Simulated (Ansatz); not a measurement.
Given:

```
CELL_PARAMETERS angstrom
      4.14417     0.00000     0.00000
      0.00000     4.14417     0.00000
      0.00000     0.00000     2.69590
ATOMIC_POSITIONS crystal
  Si 0.00000 0.00000 0.00000
  Si 0.50000 0.50000 0.50000
  O  0.30498 0.30498 0.00000
  O  0.80498 0.19502 0.50000
  O  0.19502 0.80498 0.50000
  O  0.69502 0.69502 0.00000
```

No spin polarisation.

The values are results of Ansatz (a first-principles code), PBEsol, PAW, cutoff 420 eV, no spin-orbit coupling, not measurements. k-mesh 8×8×12 (Γ-centred); smearing 0.05 eV (Fermi–Dirac).

### Question
What electron mass does the calculation give?

### Answer
0.37 mₑ out of plane, 0.49 mₑ in plane (at Γ).

### Question
Predict the valence-band top at Γ (three highest levels, from the VBM).

### Answer
0.00, -0.88, -0.88 eV.

### Question
Estimate the width of the top valence band.

### Answer
2.72 eV.

The levels and masses belong to the bands next to the band gap. The cells carry an imposed strain or load. Masses are band curvatures over ±0.01 Å⁻¹ around the edge. Whether these cells are dynamically stable was not tested. The cell was made from SiO$_{2}$ in the rutile structure (space group P4_2/mnm, No. 136) by this change: biaxial strain −1.20 %, plane normal [001], relaxed out of plane.
